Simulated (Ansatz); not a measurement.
Fluorite CoSi2, treated with BLYP (plane waves, PAW; Ansatz, a program for electronic structure).

Numerical settings: plane-wave cutoff 520 eV, 18×18×18 k mesh, Fermi–Dirac smearing 0.05 eV, no spin polarisation, scalar-relativistic PAW data made under PBE.

Computed at the level's own relaxed cell.

Task: What does this level give for the equilibrium volume per atom, bulk modulus, lattice constant a and pressure derivative B′ of the bulk modulus?

Result: 
- equilibrium volume per atom: 13.38 Å³/atom
- bulk modulus: 145 GPa
- lattice constant a: 5.436 Å
- pressure derivative B′ of the bulk modulus: 6.2

The run finds no gap.

Measured, for comparison: equilibrium volume per atom 12.87 Å³/atom, lattice constant a 5.365 Å (room temperature, not corrected to a static lattice; as tabulated in Hegde and Bowen (2014), arXiv:1405.1317). Computed (rounded) less measured: equilibrium volume per atom +4.0 %, lattice constant a +1.3 %.

Computed values are for the static lattice.
